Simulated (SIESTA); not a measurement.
Input and output of a self-consistent single point for SrHI (P4mm, 6 atoms in the cell) (SIESTA).

Method of the run: SIESTA with GGA PBEsol, numerical atomic orbitals TZP, PseudoDojo PBEsol standard norm-conserving potentials (rewritten from UPF to PSML).

```
CELL_PARAMETERS angstrom
      4.30244     0.00000     0.00000
      0.00000     4.30244     0.00000
      0.00000     0.00000     9.12510
ATOMIC_POSITIONS crystal
  Sr 0.00000 0.50000 0.15016
  Sr 0.50000 0.00000 0.85532
  H  0.50000 0.50000 0.00000
  H  0.00000 0.00000 0.00000
  I  0.00000 0.50000 0.68477
  I  0.50000 0.00000 0.31523
```

Reference input (self-consistent single point, DFT, GGA PBEsol, numerical atomic orbitals TZP, PseudoDojo PBEsol standard norm-conserving potentials (rewritten from UPF to PSML)): XC.functional = GGA; XC.authors = PBEsol; potentials = PseudoDojo PBEsol standard; PAO.BasisSize = TZP; PAO.EnergyShift = 0.01 Ry; MeshCutoff = 400 Ry; kgrid.MonkhorstPack = 6 6 3; OccupationFunction = FD; ElectronicTemperature = 10 K; MaxSCFIterations = 150; SCF.Mixer.Method = Pulay; SCF.Mixer.Weight = 0.1. This run's input differs from it in these lines:

```diff
@@ -33,5 +33,5 @@
 %block kgrid.MonkhorstPack
-    6   0   0  0.0
-    0   6   0  0.0
-    0   0   3  0.0
+   10   0   0  0.5
+    0  10   0  0.5
+    0   0   5  0.5
 %endblock kgrid.MonkhorstPack
```

The program printed (abridged):

```
        iscf     Eharris(eV)        E_KS(eV)     FreeEng(eV)     dDmax    Ef(eV) dHmax(eV)
   scf:    1    -2595.360940    -2597.499657    -2597.499657  1.505439 -3.420471  5.412141
   scf:    2    -2598.144746    -2597.831166    -2597.831166  0.070002 -3.606542  4.359349
   scf:    3    -2598.896391    -2598.467076    -2598.467076  0.285338 -4.404484  1.160511
   scf:    4    -2598.576645    -2598.533708    -2598.533708  0.132147 -4.881715  0.263926
   scf:    5    -2598.533678    -2598.534483    -2598.534483  0.011604 -4.934810  0.107214
   [... 7 lines left out ...]
   scf:   13    -2598.535873    -2598.535873    -2598.535873  0.000025 -5.019099  0.000097
   scf:   14    -2598.535873    -2598.535873    -2598.535873  0.000021 -5.019141  0.000108
   scf:   15    -2598.535873    -2598.535873    -2598.535873  0.000013 -5.019076  0.000009
   scf:   16    -2598.535873    -2598.535873    -2598.535873  0.000000 -5.019075  0.000008
SCF Convergence by DM+H criterion
max |DM_out - DM_in|         :     0.0000002841
max |H_out - H_in|      (eV) :     0.0000077256
SCF cycle converged after 16 iterations

Using DM_out to compute the final energy and forces

siesta: E_KS(eV) =            -2598.5359

siesta: E_KS - E_eggbox =     -2598.5359

siesta: Atomic forces (eV/Ang):
     1    0.000000    0.000000   -0.200498
     2    0.000000    0.000000   -0.016860
     3    0.000000   -0.000000    0.075956
     4   -0.000000    0.000000    0.075956
     5   -0.000000   -0.000000   -0.198329
     6    0.000000    0.000000    0.262422
   Tot   -0.000000    0.000000   -0.001354
   Max    0.262422
   Res    0.094346    sqrt( Sum f_i^2 / 3N )
   Max    0.262422    constrained

   [... lines left out ...]
siesta: FreeEng =     -2598.535873
siesta: Cell volume =        168.914611 Ang**3
siesta:          -3.37131552         -0.56811711  kBar
   [... lines left out ...]
             -0.052   0.115  -0.065   0.115   0.005   0.010   0.006   0.010

              0.009

mulliken: Qtot =       36.000

Mulliken Atomic Populations:
Atom #   charge [q] valence [e]  Species
     1     0.620252    9.379748  Sr
     2     0.637568    9.362432  Sr
     3    -0.677400    1.677400  H
     4    -0.677400    1.677400  H
     5     0.048985    6.951015  I
     6     0.047996    6.952004  I
 Total     0.000000
```

The run converged in 16 iterations. Against the reference run the free energy stays essentially unchanged (within 1 meV/atom), the pressure stays at -0.34 GPa, the largest force stays at 0.262 eV/Å and the gap on the mesh goes from 3.535 to 3.547 eV.

The starting cell comes from a database of computed structures (which also holds hypothetical and non-ambient phases and stackings), without a prior relaxation at this level. Its lattice was rescaled by up to half a per cent. One atom was moved a little off its site on purpose. Spin-orbit coupling is off. Values carry the incompleteness of an atom-centred basis. The basis of the alkali or alkaline-earth atoms may lack their empty d shell, which can raise the gap. Another mesh or the band path of this cell gives a smaller gap, so this value is not converged in the mesh.

Cost on one core of a shared machine: roughly 70 s.
